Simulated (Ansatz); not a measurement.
**Rh2Ge, pressure series**

Base system: Rh2Ge (space group Pnma, No. 62; a = 5.4147 Å, b = 4.0055 Å, c = 7.5755 Å).

Cell and atoms are relaxed at each pressure.

Calculations: PBEsol (Ansatz, an electronic-structure program), without spin-orbit coupling, earlier PAW set.

```
pressure (GPa)  volume per atom (Å³/atom)
--------------  -------------------------
-1                                 13.752
0                                  13.692
3                                  13.521
7                                  13.313
15                                 12.946
30                                      ?
50                                 11.812
75                                 11.252
100                                10.805
```

Q: Fit the third-order Birch–Murnaghan form P(V) = (3B₀/2)[(V₀/V)^(7/3) − (V₀/V)^(5/3)]·[1 + (3/4)(B₀′ − 4)((V₀/V)^(2/3) − 1)] (squares taken in P) to the rows shown and predict the withheld row.

A: Least squares on the printed values gives V₀ = 13.690 Å³/atom, B₀ = 235 GPa, B₀′ = 4.9; this predicts 12.391 Å³/atom, and the run gives 12.389 Å³/atom, 0.002 lower.

Load acts through the strain it causes; cell and atoms are relaxed under it. Stability against distortions was not tested. No other phases were tried under pressure. The final runs are not spin-polarised.
